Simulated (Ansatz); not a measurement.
The parent structure is CdS in the zinc blende structure (space group F-43m, No. 216).

```
CELL_PARAMETERS angstrom
      0.00000     2.93887     2.93887
      2.93887     0.00000     2.93887
      2.93887     2.93887     0.00000
ATOMIC_POSITIONS crystal
  S  0.25000 0.25000 0.25000
  Cd 0.00000 0.00000 0.00000
```

Cartesian axes are those of the cell as printed.

Calculations: r2SCAN (Ansatz, a first-principles code; PAW; 500 eV plane waves; without spin-orbit coupling).

Strains are applied to the cell and any free atomic positions relax; under stress the whole cell relaxes.

One change was made to it. Results:

```json
[
 {"quantity": "gap character", "base": "direct at Γ", "after": "direct at Γ"},
 {"quantity": "energy relative to the base (free energy F)", "base": "0 meV/atom", "after": "+1.9 meV/atom"},
 {"quantity": "band gap", "base": "1.54 eV", "after": "1.48 eV"}
]
```

Question: Name the change that was made.
(A) uniaxial strain ε_yy = −3.82 %
(B) uniaxial strain ε_yy = +0.73 %
(C) isotropic strain +3.64 %
(D) uniaxial stress, 2 GPa tension along z
(E) uniaxial strain ε_zz = +1.82 %

Answer: E, uniaxial strain ε_zz = +1.82 %. For comparison, the energy relative to the base in the other runs: uniaxial strain ε_yy = +0.73 % gives +0.3 meV/atom; uniaxial stress, 2 GPa tension along z gives +8.8 meV/atom; isotropic strain +3.64 % gives +50 meV/atom; uniaxial strain ε_yy = −3.82 % gives +8.6 meV/atom.

Beyond what the load breaks, stability against distortions was not tested. k-point labels follow each cell's own Brillouin zone.
